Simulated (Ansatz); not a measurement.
Start from PbO₂ in the rutile structure (space group P4_2/mnm, No. 136; a = 4.9983 Å, c = 3.4115 Å).

Calculations: plane-wave PAW DFT at the PBEsol level (Ansatz, an electronic-structure program, 420 eV), no spin-orbit coupling.

For the base:

| Property | Value |
|---|---|
| Pressure | 0.0 GPa |
| Band gap | zero |

Modification: the cell is scaled by 1.0060 in all directions; the atoms relax in the strained cell.

Question: Estimate the effect on the pressure.

Answer: The pressure (mean of the normal stresses, compression positive) goes from zero to -2.4 GPa.

Question: Estimate the effect on the energy relative to the base.

Answer: The energy increases by 1.9 meV/atom.

Question: How does this affect the band gap?

Answer: The band gap is still zero.

With Pb present, leaving out spin-orbit coupling can change the band edges. Stability against distortions was not tested. The final runs are not spin-polarised. Gaps under 0.05 eV, about the width of the smearing, are given as zero. A zero or small gap of PbO2 can be the functional's error rather than a property of the material.
